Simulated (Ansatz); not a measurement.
Base system: Cu$_{3}$N (space group Pm-3m, No. 221; a = 3.765 Å). Axes: x, y, z lie along the cube axes.

The values are results of PBEsol (Ansatz, an electronic-structure program, PAW, scalar-relativistic without spin-orbit coupling), not measurements.

Strains are applied to the cell and any free atomic positions relax; under biaxial strain the out-of-plane vector relaxes too.

One change was made to it. Results:

The volume per atom decreases by 0.25 Å³ (13.34 Å³ → 13.09 Å³); the energy increases by 4.0 meV/atom; the pressure (mean of the normal stresses, compression positive) goes from zero to 2.7 GPa; the band gap is still zero.

Question: What was done to the base?
A. biaxial strain −3.00 %, plane normal [001], relaxed out of plane
B. biaxial strain −1.80 %, plane normal [001], relaxed out of plane
C. biaxial strain −1.20 %, plane normal [001], relaxed out of plane

Answer: C, biaxial strain −1.20 %, plane normal [001], relaxed out of plane. For comparison, the energy relative to the base in the other runs: biaxial strain −1.80 %, plane normal [001], relaxed out of plane gives +9.1 meV/atom; biaxial strain −3.00 %, plane normal [001], relaxed out of plane gives +26 meV/atom.

No phonon test of stability was made. The final runs are not spin-polarised. Gaps under 0.05 eV, about the width of the smearing, are given as zero. The zero or small gap of Cu3N can change with the level of theory.
